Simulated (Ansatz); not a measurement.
Base system: AlRh in the CsCl type structure (space group Pm-3m, No. 221; a = 2.9721 Å; a cell from a computed database, its experimental status unchecked).

Computed with DFT with PBEsol, PAW potentials and a 420 eV plane-wave cutoff in Ansatz (a program for electronic structure), without spin-orbit coupling.

One change was made to it. Results:

```csv
quantity,base,after
density,8.22 g/cm³,8.23 g/cm³
band gap,zero,zero
```

Which of these changes matches the shifts?
A. pressure 3 GPa
B. pressure 0.3 GPa
C. pressure 1.5 GPa
D. pressure 5 GPa

B, pressure 0.3 GPa. For comparison, the density in the other runs: pressure 3 GPa gives 8.33 g/cm³; pressure 1.5 GPa gives 8.27 g/cm³; pressure 5 GPa gives 8.40 g/cm³.

Load acts through the strain it causes; cell and atoms are relaxed under it. No phonon test of stability was made. Competing high-pressure phases were not computed. All final runs are without spin polarisation.
